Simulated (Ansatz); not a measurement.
An Ansatz (an electronic-structure program) run: Se; Ansatz PBEsol, no SOC.

Input:

Ansatz 0.2 input:
```yaml
crystal:
  lattice:
    - [4.0390798519, 0, 0]
    - [-2.019539926, 3.4979457597, 0]
    - [0, 0, 5.1208193941]
  atoms:
    - { symbol: Se, position: [0.2486730722, 0, 0.8333333333] }
    - { symbol: Se, position: [0, 0.2486730722, 0.1666666667] }
    - { symbol: Se, position: [0.7513269278, 0.7513269278, 0.5] }
basis: { ecutwfc: 420, ecutrho_ratio: 4, xc_grid: 2, fft_grid_basis: typed }
kpoints: { mp_grid: { grid: [9, 9, 7] } }
hamiltonian:
  xc: pbesol
  dispersion: none
  pseudopotentials: { kind: paw }
scf: { occupations: { method: fermi_dirac, width: 0.05 }, convergence: { dr2_threshold: 0.0000000003 } }
output: { forces: true, stress: true }
```

Output:

```
WARN ansatz: RAYON_NUM_THREADS=1 ignored (pool sized by the plan → 1); use --threads N
Pseudopotentials: kind: paw
Pseudopotential: Se, paw, valence charge 16
Functional definition: PBEsol
Crystal: 3 atoms, lattice volume = 72.349 Å³
Basis set: ecut = 420 eV, 1409 PW (Γ), exchange–correlation on 54×54×72 points (8 copies of the dense FFT grid, shifted against one another)
Bands: 28, of which v1, the nominal top of the filled ones, is band 24 counted from 1 (23 counted from 0)
Symmetry: 6 space group operations
Space group: P3121 (ITA 152), of the structure as read, at distance tolerance 4.2e-5 Å
k-points: 69 of 567 (time reversal used)
PAW frozen core: Se, regenerated for the run's functional, and the local potential with it
Initial density: superposition of atomic densities (neutral atoms: chi_scale 0, normalization atom), corrected by the library's trained network
Initial wavefunctions: pseudopotential atomic-orbital guess
Eigensolver: davidson
Functional: x = pbesol(κ = 0.804, μ = 0.12345679012345678), c = pbesol(β = 0.046)
SCF iter   1: F=—  HF=-16272.620971 eV  |F-HF|=—  |Δ(HF+E_count)|=         —  Δρ=2.80e-3  dr2=4.06e-3  ethr=1.77e-3  ⟨swp⟩=5.8  Hψ=7960  notcnv=0
all-band conjugate gradients solve this SCF's bands
preconditioner: auto → Resta (q_TF=auto, 2.548 Å⁻¹)
SCF iter   2: F=—  HF=-16272.620593 eV  |F-HF|=—  |Δ(HF+E_count)|=   3.78e-4  Δρ=1.63e-3  dr2=1.44e-3  ethr=8.45e-6  ⟨swp⟩=2.1  Hψ=4148  notcnv=0
SCF iter   3: F=—  HF=-16272.620888 eV  |F-HF|=—  |Δ(HF+E_count)|=   2.95e-4  Δρ=3.66e-4  dr2=1.16e-4  ethr=3.00e-6  ⟨swp⟩=2.0  Hψ=2483  notcnv=0
SCF iter   4: F=—  HF=-16272.620944 eV  |F-HF|=—  |Δ(HF+E_count)|=   5.57e-5  Δρ=1.31e-4  dr2=1.37e-5  ethr=2.42e-7  ⟨swp⟩=2.9  Hψ=3586  notcnv=0
SCF iter   5: F=—  HF=-16272.620951 eV  |F-HF|=—  |Δ(HF+E_count)|=   7.59e-6  Δρ=2.01e-5  dr2=2.61e-7  ethr=2.84e-8  ⟨swp⟩=2.0  Hψ=2553  notcnv=0
SCF iter   6: F=—  HF=-16272.620951 eV  |F-HF|=—  |Δ(HF+E_count)|=   4.43e-7  Δρ=5.33e-6  dr2=1.83e-8  ethr=5.45e-10  ⟨swp⟩=2.0  Hψ=3588  notcnv=0
SCF iter   7: F=—  HF=-16272.620951 eV  |F-HF|=—  |Δ(HF+E_count)|=   6.76e-9  Δρ=1.19e-6  dr2=9.24e-10  ethr=3.82e-11  ⟨swp⟩=2.0  Hψ=3589  notcnv=0
SCF iter   8: F=-16272.620951 eV  HF=-16272.620951 eV  |F-HF|=2.73e-11  |Δ(HF+E_count)|=  9.55e-10  Δρ=1.98e-7  dr2=2.73e-11  ethr=1.00e-12  ⟨swp⟩=4.0  Hψ=7174  notcnv=0
SCF 1 converged in 8 iterations: F = -16272.620951 eV  dr2 = 2.73e-11
SCF converged after 8 iterations
Free energy (F): -16272.620951 eV
Harris-Foulkes:  -16272.620951 eV  (|F-HF|=2.73e-11)
Internal energy: -16272.620932 eV  (E = F + TS)
E sigma→0 (E₀):  -16272.620942 eV
Entropy (-TS):   -0.000018 eV (-0.006 meV/atom)
Fermi energy:    8.900007 eV
--- Per-component energies (eV) ---
  E_band       = -1158.654310
  E_kinetic    = 351.388755
  E_local      = -7146.374682  (includes V_loc(G=0)·N_el)
  E_nonlocal   = -1773.646696
  E_hartree    = 3526.685726
  E_xc         = -308.445451
  E_vxc        = -292.162050  (∫ρ·V_xc dr)
  E_paw        = -5605.717519  (= ΣΔE_a)
  E_vpaw       = 648.770777  (= ΣTr[D̂ρ^β])
  E_aug_tail   = -0.001813  (compensation charges beyond the density's cutoff)
  E_ewald      = -5319.534604
  E_core_change = 3.025351  (= ΣΔE_core)
  E_smearing   = -0.000018  (= −TS)
  E_closure    = -0.000000  (closes the sum)
  Σ components = -16272.620951   (vs F -16272.620951, Δ=0.00e0)
  [band-id]    e_kinetic+e_local+e_nonlocal+2·e_hartree+e_vxc+e_vpaw+e_augmentation_tail = -1158.654257   (vs E_band -1158.654310, Δ=5.35e-5)
--- Forces (eV/Å), atoms counted from 1 ---
  atom   1  Se     0.00013346     0.00000000     0.00000000
  atom   2  Se    -0.00006673     0.00011558    -0.00000000
  atom   3  Se    -0.00006673    -0.00011558     0.00000000
  max |Σ_I F_I| component: 3.70e-17 eV/Å
--- Stress (GPa, compression-positive) ---
        0.002644       0.000000      -0.000000
        0.000000       0.002644       0.000000
       -0.000000      -0.000000       0.005399
  P = ⅓ Tr σ = 0.0036 GPa (0.036 kbar)
  The stress holds the Pulay correction. Without it, at fixed plane waves, as pw.x and ABINIT print it: P = -0.0119 GPa
  The stress includes an estimate of the error left by incomplete SCF convergence (largest component -0.0000 GPa).
--- Band table ---
  band table: none
```

Whether these cells are dynamically stable was not tested. The cell is Se (space group P3_121, No. 152; made of chains). No dispersion term is included in the PBEsol runs.
